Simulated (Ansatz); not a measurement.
Functionals compared on a constructed model of the (111) surface of fcc Au, a pseudomorphic layer of Zn in the host's stacking (bottom of the slab: a bare face, its two planes held), in Ansatz (plane waves, PAW). The structure was relaxed with PBE; the other rows are single points on it. Cutoff 420 eV (500 eV for r2SCAN).

Model: 7-atom slab, 14.1 Å thick at the start, 15x15x1 mesh, Fermi-Dirac 0.1 eV, dipole correction, 2 atoms held, the rest relaxed; start symmetry kept, larger cells not searched; no spin, no spin-orbit, no U. It is one candidate, not shown to be the stable structure of the face. These notes are the PBE run's.

| functional | work function of the top face (eV) | rough cost of the single point |
|---|---|---|
| PBE | 4.50 | – |
| RPBE | 4.35 | around 60 core-seconds (rough) |
| r2SCAN | 4.59 | around 100 core-seconds (rough) |

Ansatz is a quantum-chemistry and plane-wave program.
